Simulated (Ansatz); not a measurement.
Li on the 1x1 (100) surface of fcc Cu, one in a 1x1 cell, energies for each (6.6 Å²). Energies are against an atom of bcc Li, without zero-point or thermal terms; each row is named by its start.

These are PBE (plane waves to 420 eV, PAW; Ansatz, a program for electronic structure) values and carry that method's errors.

Question: Which site binds most strongly?
A. top Cu
B. hollow Cu-Cu-Cu-Cu over Cu at depth 1.8 Å
C. bridge Cu-Cu (span 2.6 Å)

Answer: B, hollow Cu-Cu-Cu-Cu over Cu at depth 1.8 Å. Adsorption energies: hollow Cu-Cu-Cu-Cu over Cu at depth 1.8 Å -0.37 eV; bridge Cu-Cu (span 2.6 Å) -0.13 eV; top Cu 0.04 eV.
